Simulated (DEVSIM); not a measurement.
Device: Ni/SiO2/p-Si capacitor, at 300 K.

```csv
layer (left to right),material,thickness (nm),Na (cm⁻³)
1,SiO2,18.0,-
2,Si,7600,5.7e15
```

Metal gate on the left, work function 5.1 eV. Fixed charge at the semiconductor interface 0 cm⁻² (in units of +e); no interface traps.

Constants are typed, rounded textbook-type inputs, not results; the design itself was drawn at random and stands for no fabricated device. Values at 300 K; Nc and Nv go as T^1.5, mobilities as T to minus their exponent, the gap by Varshni's rule with the affinity fixed.

```csv
parameter,SiO2,Si
gap (eV),9,1.124
affinity (eV),0.9,4.05
permittivity,3.9,11.7
Nc (cm⁻³),-,2.86e19
Nv (cm⁻³),-,3.1e19
Varshni α (eV/K),-,0.000473
Varshni β (K),-,636
```

Model (solved in DEVSIM): 1D Poisson equation in equilibrium, Boltzmann statistics, complete ionisation; no quantum confinement or tunnelling. Metal contacts follow the ideal Schottky-Mott rule: no Fermi-level pinning, no interface dipoles.

The temperature was swept, all else fixed.

```json
[
 {"temperature (K)": "250", "minimum of the low-frequency capacitance (μF/cm²)": "0.0241", "threshold voltage (band bending 2φF) (V)": "1.07", "flat-band voltage (V)": "0.09"},
 {"temperature (K)": "300", "minimum of the low-frequency capacitance (μF/cm²)": "0.0258", "threshold voltage (band bending 2φF) (V)": "1.02", "flat-band voltage (V)": "0.15"},
 {"temperature (K)": "350", "minimum of the low-frequency capacitance (μF/cm²)": "…", "threshold voltage (band bending 2φF) (V)": "…", "flat-band voltage (V)": "0.21"},
 {"temperature (K)": "400", "minimum of the low-frequency capacitance (μF/cm²)": "0.0328", "threshold voltage (band bending 2φF) (V)": "0.90", "flat-band voltage (V)": "0.26"},
 {"temperature (K)": "450", "minimum of the low-frequency capacitance (μF/cm²)": "0.0386", "threshold voltage (band bending 2φF) (V)": "0.83", "flat-band voltage (V)": "0.33"},
 {"temperature (K)": "500", "minimum of the low-frequency capacitance (μF/cm²)": "0.0497", "threshold voltage (band bending 2φF) (V)": "0.77", "flat-band voltage (V)": "0.39"}
]
```

What belongs in the gaps?


- 350, minimum of the low-frequency capacitance (μF/cm²): 0.0289
- 350, threshold voltage (band bending 2φF) (V): 0.96
